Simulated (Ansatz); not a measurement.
Defect migration in monoclinic ZrO2 with all lengths changed by +1 %: O vacancy, charge state +2. All values below come from PBE, PAW (plane waves to 420 eV; Ansatz, a quantum-chemistry and plane-wave program).

Cell of 96 host sites held at the strained lattice (strain from the relaxed PBE one, atoms relaxed); the Γ point alone; Fermi-Dirac width 0.01 eV, spin-restricted; finite-size errors left in. Static, classical nuclei. The charge state is imposed; whether it is stable for some Fermi level was not computed. Forms of the defect that were not tried may lie lower.

Barriers: single points on a 2×2×2 k-point mesh shifted by half a step at the bands' geometries.

Relaxed starting cell (atoms counted from 1):

```yaml
crystal:
  lattice:
    - [10.48246, 0.00000, 0.00000]
    - [0.00000, 10.58838, 0.00000]
    - [-1.82515, 0.00000, 10.71086]
  atoms:
    - { symbol: Zr, position: [0.15005, 0.24552, 0.34328] }
    - { symbol: Zr, position: [0.13760, 0.22879, 0.85547] }
    - { symbol: Zr, position: [0.13567, 0.72866, 0.35620] }
    - { symbol: Zr, position: [0.13711, 0.72768, 0.85673] }
    - { symbol: Zr, position: [0.63532, 0.22823, 0.35641] }
    - { symbol: Zr, position: [0.63686, 0.22935, 0.85609] }
    - { symbol: Zr, position: [0.63394, 0.72130, 0.35267] }
    - { symbol: Zr, position: [0.63801, 0.72769, 0.85604] }
    - { symbol: Zr, position: [0.36725, 0.27130, 0.14136] }
    - { symbol: Zr, position: [0.36156, 0.27748, 0.64651] }
    - { symbol: Zr, position: [0.36210, 0.77227, 0.14476] }
    - { symbol: Zr, position: [0.36586, 0.77084, 0.64543] }
    - { symbol: Zr, position: [0.86330, 0.26961, 0.14691] }
    - { symbol: Zr, position: [0.86394, 0.27207, 0.64524] }
    - { symbol: Zr, position: [0.86385, 0.77375, 0.14260] }
    - { symbol: Zr, position: [0.86314, 0.77380, 0.64452] }
    - { symbol: Zr, position: [0.36656, 0.48150, 0.39691] }
    - { symbol: Zr, position: [0.36296, 0.47929, 0.89550] }
    - { symbol: Zr, position: [0.36070, 0.97519, 0.39219] }
    - { symbol: Zr, position: [0.36524, 0.97706, 0.89720] }
    - { symbol: Zr, position: [0.86297, 0.47641, 0.39646] }
    - { symbol: Zr, position: [0.86253, 0.47642, 0.89515] }
    - { symbol: Zr, position: [0.83995, 0.96702, 0.38976] }
    - { symbol: Zr, position: [0.86308, 0.97901, 0.89363] }
    - { symbol: Zr, position: [0.13788, 0.02196, 0.10520] }
    - { symbol: Zr, position: [0.14220, 0.01358, 0.61840] }
    - { symbol: Zr, position: [0.13543, 0.52534, 0.10431] }
    - { symbol: Zr, position: [0.13645, 0.52496, 0.60589] }
    - { symbol: Zr, position: [0.63688, 0.02257, 0.10350] }
    - { symbol: Zr, position: [0.63278, 0.02556, 0.60725] }
    - { symbol: Zr, position: [0.63921, 0.52172, 0.10471] }
    - { symbol: Zr, position: [0.64076, 0.52260, 0.60801] }
    - { symbol: O, position: [0.03033, 0.09336, 0.93067] }
    - { symbol: O, position: [0.03100, 0.58891, 0.42651] }
    - { symbol: O, position: [0.02995, 0.59016, 0.92877] }
    - { symbol: O, position: [0.52754, 0.09028, 0.42810] }
    - { symbol: O, position: [0.53194, 0.09015, 0.92826] }
    - { symbol: O, position: [0.53241, 0.58826, 0.43009] }
    - { symbol: O, position: [0.53238, 0.58946, 0.92765] }
    - { symbol: O, position: [0.47110, 0.41049, 0.07100] }
    - { symbol: O, position: [0.47046, 0.41230, 0.57490] }
    - { symbol: O, position: [0.46903, 0.91112, 0.07337] }
    - { symbol: O, position: [0.46416, 0.91448, 0.57261] }
    - { symbol: O, position: [0.97092, 0.40671, 0.07547] }
    - { symbol: O, position: [0.96859, 0.41324, 0.57470] }
    - { symbol: O, position: [0.97010, 0.90870, 0.06848] }
    - { symbol: O, position: [0.96724, 0.92262, 0.56006] }
    - { symbol: O, position: [0.46814, 0.33982, 0.32221] }
    - { symbol: O, position: [0.46692, 0.34031, 0.82037] }
    - { symbol: O, position: [0.46626, 0.83734, 0.32309] }
    - { symbol: O, position: [0.47040, 0.83922, 0.82311] }
    - { symbol: O, position: [0.97057, 0.32939, 0.33086] }
    - { symbol: O, position: [0.96913, 0.33859, 0.82232] }
    - { symbol: O, position: [0.96717, 0.84767, 0.32049] }
    - { symbol: O, position: [0.97161, 0.84528, 0.81662] }
    - { symbol: O, position: [0.02985, 0.14926, 0.19368] }
    - { symbol: O, position: [0.03056, 0.15899, 0.67313] }
    - { symbol: O, position: [0.03000, 0.66213, 0.17828] }
    - { symbol: O, position: [0.03204, 0.66596, 0.67607] }
    - { symbol: O, position: [0.53436, 0.16277, 0.17656] }
    - { symbol: O, position: [0.52588, 0.16156, 0.67703] }
    - { symbol: O, position: [0.52898, 0.65819, 0.17759] }
    - { symbol: O, position: [0.53332, 0.66210, 0.67753] }
    - { symbol: O, position: [0.23237, 0.37596, 0.48613] }
    - { symbol: O, position: [0.22844, 0.37152, 0.98562] }
    - { symbol: O, position: [0.22427, 0.87237, 0.48769] }
    - { symbol: O, position: [0.22756, 0.87142, 0.98686] }
    - { symbol: O, position: [0.72763, 0.37023, 0.48683] }
    - { symbol: O, position: [0.72759, 0.37203, 0.98619] }
    - { symbol: O, position: [0.72135, 0.86725, 0.48387] }
    - { symbol: O, position: [0.72829, 0.87297, 0.98503] }
    - { symbol: O, position: [0.27302, 0.12813, 0.01310] }
    - { symbol: O, position: [0.23125, 0.12711, 0.49986] }
    - { symbol: O, position: [0.27194, 0.62828, 0.01487] }
    - { symbol: O, position: [0.27313, 0.63017, 0.51502] }
    - { symbol: O, position: [0.77383, 0.12922, 0.01581] }
    - { symbol: O, position: [0.77206, 0.12511, 0.51269] }
    - { symbol: O, position: [0.77384, 0.62863, 0.01435] }
    - { symbol: O, position: [0.77452, 0.62738, 0.51445] }
    - { symbol: O, position: [0.27843, 0.12364, 0.26079] }
    - { symbol: O, position: [0.27345, 0.12059, 0.76386] }
    - { symbol: O, position: [0.27065, 0.62166, 0.26503] }
    - { symbol: O, position: [0.27176, 0.62262, 0.76550] }
    - { symbol: O, position: [0.77258, 0.11649, 0.26638] }
    - { symbol: O, position: [0.76936, 0.12397, 0.76426] }
    - { symbol: O, position: [0.77158, 0.61868, 0.26438] }
    - { symbol: O, position: [0.77577, 0.62377, 0.76402] }
    - { symbol: O, position: [0.22749, 0.37803, 0.23542] }
    - { symbol: O, position: [0.22623, 0.37944, 0.73522] }
    - { symbol: O, position: [0.22600, 0.87906, 0.23645] }
    - { symbol: O, position: [0.22971, 0.87705, 0.73987] }
    - { symbol: O, position: [0.73122, 0.37515, 0.23657] }
    - { symbol: O, position: [0.72806, 0.37959, 0.73730] }
    - { symbol: O, position: [0.72171, 0.87364, 0.23477] }
    - { symbol: O, position: [0.72855, 0.88031, 0.73357] }
```
Cell charge +2.

End state 1 differs by these moves (Å; atoms that move under 0.08 Å are left out):

| atom | element | Δx | Δy | Δz |
|---|---|---|---|---|
| 1 | Zr | -0.16 | -0.20 | 0.14 |
| 16 | Zr | -0.16 | -0.20 | 0.14 |
| 17 | Zr | -0.06 | -0.04 | -0.05 |
| 23 | Zr | 0.21 | 0.21 | -0.08 |
| 26 | Zr | 0.21 | 0.21 | -0.08 |
| 32 | Zr | -0.06 | -0.04 | -0.05 |
| 36 | O | 0.09 | -0.04 | 0.00 |
| 43 | O | 0.09 | -0.04 | 0.00 |
| 47 | O | 0.91 | 1.65 | -1.28 |
| 50 | O | 0.09 | 0.02 | 0.01 |
| 52 | O | -0.01 | 0.06 | -0.07 |
| 54 | O | 0.02 | -0.06 | 0.07 |
| 55 | O | 0.01 | 0.07 | -0.10 |
| 56 | O | 0.01 | 0.07 | -0.10 |
| 57 | O | 0.02 | -0.06 | 0.07 |
| 59 | O | -0.01 | 0.06 | -0.07 |
| 61 | O | 0.09 | 0.02 | 0.01 |
| 70 | O | 0.47 | 0.07 | 0.18 |
| 73 | O | 0.47 | 0.07 | 0.18 |
| 80 | O | -0.08 | -0.03 | 0.07 |
| 81 | O | 0.05 | 0.07 | 0.02 |
| 84 | O | -0.01 | 0.08 | -0.06 |
| 91 | O | -0.01 | 0.08 | -0.06 |
| 94 | O | 0.05 | 0.07 | 0.02 |
| 95 | O | -0.08 | -0.03 | 0.07 |

Problem. What forward and backward barriers to end state 1 does PBE, PAW give?

Solution. forward 0.51 eV, backward 0.51 eV; at the saddle point atom 47 has neighbours 2 Zr at 1.93 Å. The saddle point's order was not checked, and it lies on a symmetry element of the cell, where a band can be held.

End state 2 differs by these moves (Å; atoms that move under 0.08 Å are left out):

```
atom  element     Δx     Δy     Δz
----  -------  -----  -----  -----
1          Zr  -0.15  -0.18   0.13
2          Zr   0.03   0.09   0.14
7          Zr   0.05   0.08   0.02
14         Zr  -0.24   0.13  -0.06
19         Zr   0.07   0.05  -0.01
23         Zr   0.23   0.15   0.08
26         Zr   0.13  -0.09  -0.27
32         Zr  -0.06   0.07  -0.06
33          O   0.02  -0.01  -0.08
36          O   0.08  -0.02  -0.02
44          O   0.02  -0.01  -0.09
45          O  -0.01  -0.11  -0.04
47          O   0.00  -0.01   0.22
52          O   0.02   0.14  -0.13
53          O   0.00  -0.11  -0.13
55          O  -0.05  -0.08   0.09
56          O   0.03   0.09  -0.14
57          O   0.41  -0.61  -2.46
68          O  -0.06   0.07  -0.02
70          O   0.10   0.09   0.03
73          O   0.48   0.00   0.12
77          O   0.00   0.10   0.04
81          O  -0.42   0.03  -0.15
93          O  -0.06   0.04  -0.04
94          O   0.06   0.06   0.02
```

Problem. What forward and backward barriers to end state 2 does PBE, PAW give?

Solution. forward 0.87 eV, backward 0.87 eV; at the saddle point atom 57 has neighbours Zr at 2.05, Zr at 2.32 Å. The saddle point's order was not checked.
